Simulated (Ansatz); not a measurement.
Start from NiSi2 (space group Fm-3m, No. 225; a = 5.389 Å; not spin-polarised; relaxed with 0.1 eV smearing).

Computed with r2SCAN (Ansatz, an electronic-structure program), no spin-orbit coupling, earlier PAW set.

Base values:

| Property | Value |
|---|---|
| Band gap | zero |

The change: every lattice vector is shortened by 1.33 %; the atoms relax in the strained cell.

Task: Predict the new band gap and energy relative to the base.

Result: The band gap stays zero; the energy goes up by 11 meV/atom.

Whether these cells are dynamically stable was not tested. Seeded moments were not kept for the base. All final runs are without spin polarisation.
